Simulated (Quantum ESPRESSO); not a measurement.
A zone-centre phonon calculation of Sb (R-3m, 2 atoms in the cell) with Quantum ESPRESSO.

Method of the run: PBEsol, GBRV 1.5 ultrasoft (PBESOL) pseudopotentials (plane waves; Quantum ESPRESSO 7.5).

```
Sb
1.0
    3.97713    -2.16578     0.00000
    3.97713     2.16578     0.00000
    2.79774     0.00000     3.56101
Sb
2
Direct
  0.23350   0.23350   0.23350
  0.76650   0.76650   0.76650
```

Reference input (self-consistent single point, DFT, PBEsol, plane waves, GBRV 1.5 ultrasoft (PBESOL) pseudopotentials): ecutwfc = 40 Ry; ecutrho = 200 Ry; occupations = smearing; smearing = fermi-dirac; degauss = 0.0073499 Ry; potentials = {Sb: sb_pbesol_v1.4.uspp.F.UPF}; K_POINTS = automatic 6 6 6 0 0 0; conv_thr = 1e-09 Ry; mixing_beta = 0.3. This run's input differs from it in these lines:

```diff
@@ -12,4 +12,4 @@
  ntyp = 1
- ecutwfc = 40
- ecutrho = 200
+ ecutwfc = 60
+ ecutrho = 300
  occupations = 'smearing'
```

Step 2 (ph.x):

```fortran
phonons at the zone centre
&inputph
 prefix = 'sb'
 outdir = './work'
 tr2_ph = 1.0d-14
 fildyn = 'dyn.G'
/
0.0 0.0 0.0
```

Step 3 (dynmat.x):

```fortran
&input
 fildyn = 'dyn.G'
 asr = 'crystal'
/
```

Output (repeated stretches shortened):

Output of step 1:

```
     Self-consistent Calculation

     iteration #  1     ecut=    60.00 Ry     beta= 0.30

     total energy              =    -369.23822347 Ry
     estimated scf accuracy    <       2.05434371 Ry

     iteration #  2     ecut=    60.00 Ry     beta= 0.30

     total energy              =    -369.11591149 Ry
     estimated scf accuracy    <       0.39463503 Ry

     iteration #  3     ecut=    60.00 Ry     beta= 0.30

     total energy              =    -369.20381619 Ry
     estimated scf accuracy    <       0.00596996 Ry

   [... 6 blocks of this kind left out ...]

     iteration # 10     ecut=    60.00 Ry     beta= 0.30

     total energy              =    -369.20409088 Ry
     estimated scf accuracy    <          2.4E-09 Ry

     iteration # 11     ecut=    60.00 Ry     beta= 0.30
     End of self-consistent calculation

     the Fermi energy is     9.8267 ev

!    total energy              =    -369.20409088 Ry
     estimated scf accuracy    <          4.3E-11 Ry
     smearing contrib. (-TS)   =      -0.00074772 Ry
     internal energy E=F+TS    =    -369.20334316 Ry

     convergence has been achieved in  11 iterations

     Forces acting on atoms (cartesian axes, Ry/au):

     atom    1 type  1   force =    -0.00138949    0.00000000   -0.00046023
     atom    2 type  1   force =     0.00138949    0.00000000    0.00046023

     Total force =     0.002070     Total SCF correction =     0.000022

          total   stress  (Ry/bohr**3)                   (kbar)     P=       -7.71
  -0.00005443   0.00000000  -0.00000107           -8.01        0.00       -0.16
  -0.00000000  -0.00005121   0.00000000           -0.00       -7.53        0.00
  -0.00000107   0.00000000  -0.00005156           -0.16        0.00       -7.59

   JOB DONE.
```

Output of step 2:

```
     Reading xml data from directory:

     ./work/sb.save/

     G-vector sticks info
     --------------------
     sticks:   dense  smooth     PW     G-vecs:    dense   smooth      PW
     Sum        1471    1181    359                36393    25979    4279

     Reading collected, re-writing distributed wavefunctions in ./work/

     Number and degeneracy of irreps per q-point
       N         xq(1)         xq(2)         xq(3)   N irreps
       1   0.000000000   0.000000000   0.000000000       6
     No degeneracy

     Calculation of q =    0.0000000   0.0000000   0.0000000

     phonons at the zone centre

     bravais-lattice index     =            0
     lattice parameter (alat)  =       8.5578  a.u.
     unit-cell volume          =     413.9831 (a.u.)^3
   [... lines left out ...]

     Mode symmetry, C_2h (2/m)  point group:

     Atomic displacements:
     There are    6 irreducible representations

     Representation     1      1 modes -  To be done

     Representation     2      1 modes -  To be done

     Representation     3      1 modes -  To be done

     Representation     4      1 modes -  To be done

     Representation     5      1 modes -  To be done

     Representation     6      1 modes -  To be done

     Alpha used in Ewald sum =   2.8000
     Representation #   1 mode #   1

     Self-consistent Calculation

      iter #   1   av.it.:   6.2
      thresh= 1.000E-02 alpha_mix =  0.700 |ddv_scf|^2 =  2.368E-05

      iter #   2   av.it.:   9.0
      thresh= 4.866E-04 alpha_mix =  0.700 |ddv_scf|^2 =  6.345E-06

   [... 3 blocks of this kind left out ...]

      iter #   6   av.it.:   8.9
      thresh= 7.848E-08 alpha_mix =  0.700 |ddv_scf|^2 =  7.623E-15
     End of self-consistent calculation

     Convergence has been achieved

     Representation #   2 mode #   2

     Self-consistent Calculation

      iter #   1   av.it.:   6.1
      thresh= 1.000E-02 alpha_mix =  0.700 |ddv_scf|^2 =  2.472E-05

      iter #   2   av.it.:   8.9
      thresh= 4.972E-04 alpha_mix =  0.700 |ddv_scf|^2 =  6.438E-06

   [... 4 blocks of this kind left out ...]

      iter #   7   av.it.:   9.1
      thresh= 2.943E-08 alpha_mix =  0.700 |ddv_scf|^2 =  2.786E-15

     End of self-consistent calculation

     Convergence has been achieved

   [... 3 blocks of this kind left out ...]

     Representation #   6 mode #   6

     Self-consistent Calculation

      iter #   1   av.it.:   6.0
      thresh= 1.000E-02 alpha_mix =  0.700 |ddv_scf|^2 =  1.025E-05

      iter #   2   av.it.:   9.0
   [... lines left out ...]
 **************************************************************************

     Mode symmetry, C_2h (2/m)  point group:

     freq (   1-   1) =         -6.7  [cm-1]   --> B_u             I
     freq (   2-   2) =          7.5  [cm-1]   --> A_u             I
     freq (   3-   3) =         10.3  [cm-1]   --> B_u             I
     freq (   4-   4) =        102.5  [cm-1]   --> A_g             R
     freq (   5-   5) =        102.5  [cm-1]   --> B_g             R
     freq (   6-   6) =        146.2  [cm-1]   --> A_g             R
   JOB DONE.
```

Output of step 3:

```
     diagonalizing the dynamical matrix ...

 q =      0.00000000     0.00000000     0.00000000
 **************************************************************************
     freq (    1) =      -0.000000 [THz] =      -0.000003 [cm-1]
 ( -0.072460   0.000000     0.096462   0.000000     0.696739   0.000000   )
 ( -0.072460   0.000000     0.096462   0.000000     0.696739   0.000000   )
     freq (    2) =       0.000000 [THz] =       0.000001 [cm-1]
 (  0.533895   0.000000     0.463553   0.000000    -0.008653   0.000000   )
 (  0.533895   0.000000     0.463553   0.000000    -0.008653   0.000000   )
     freq (    3) =       0.000000 [THz] =       0.000001 [cm-1]
 ( -0.457937   0.000000     0.525179   0.000000    -0.120335   0.000000   )
 ( -0.457937   0.000000     0.525179   0.000000    -0.120335   0.000000   )
     freq (    4) =       3.073729 [THz] =     102.528570 [cm-1]
 ( -0.000000   0.000000     0.707107   0.000000    -0.000000   0.000000   )
 (  0.000000   0.000000    -0.707107   0.000000     0.000000   0.000000   )
     freq (    5) =       3.073991 [THz] =     102.537305 [cm-1]
 ( -0.224894   0.000000    -0.000000   0.000000     0.670390  -0.000000   )
 (  0.224894   0.000000
     Polarizability (A^3 units)
     multiply by 1.000000 for Clausius-Mossotti correction
         0.000000    0.000000    0.000000
         0.000000    0.000000    0.000000
         0.000000    0.000000    0.000000

     IR activities are in (D/A)^2/amu units

# mode   [cm-1]    [THz]      IR
    1     -0.00   -0.0000    0.0000
    2      0.00    0.0000    0.0000
    3      0.00    0.0000    0.0000
    4    102.53    3.0737    0.0000
    5    102.54    3.0740    0.0000
    6    146.17    4.3822    0.0000

   JOB DONE.
```

The run converged in 11 iterations. 

Summary of the result:
* **Free energy E − TS**: -5023.2776 eV
* **Fermi level (on the code's own zero)**: 9.83 eV
* **Pressure**: -0.77 GPa
* **Largest force (vector length)**: 0.038 eV/Å
* **Zone-centre frequencies (cm⁻¹; negative means imaginary)**: 0, 0, 0, 103, 103, 146

The starting cell has typed, rounded lattice constants, without a prior relaxation at this level. Its lattice was rescaled by up to half a per cent.
